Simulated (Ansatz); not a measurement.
Results of r²SCAN (plane waves, PAW; Ansatz, an electronic-structure program) for CuI (P4/nmm, No. 129, 4 atoms in the cell; start mp-22863; a measured phase of this formula has another space group).

Numerical settings: plane-wave cutoff 560 eV, 8×8×6 k mesh (along the axes of the cell as run), Fermi–Dirac smearing 0.01 eV, no spin polarisation, scalar-relativistic PAW data made under PBE.

Cell (relaxed at this level):

CuI is modelled in the tetragonal space group P4/nmm, origin choice 1 (No. 129), Pearson symbol tP4. Lattice parameters: a = b = 4.0959 Å, c = 6.6613 Å, α = β = γ = 90.00°. Cu on 2a has 4 I at 2.651 Å (tetrahedral). I on 2c sees 4 Cu at 2.651 Å. (Neighbours: up to the widest gap in distance over summed covalent radii, below 1.35, at either atom; cation-cation and far metal-metal contacts left out.)

Question: Predict the band gap.

Answer: 
- band gap = 2.09 eV (on the SCF k mesh)

Note: the relaxation could not lower the start's symmetry, so the cell can be a saddle point above a distorted one; the cell has widely spaced layers and the level no dispersion term, so their spacing and the moduli can rest on weak binding.

Spin–orbit coupling is not included; with these elements it can move the gap by several tenths of an eV or more.

Cost on a shared machine: roughly 2.7 core-minutes.

A start named mp-… is a Materials Project structure, which need not be a measured phase.
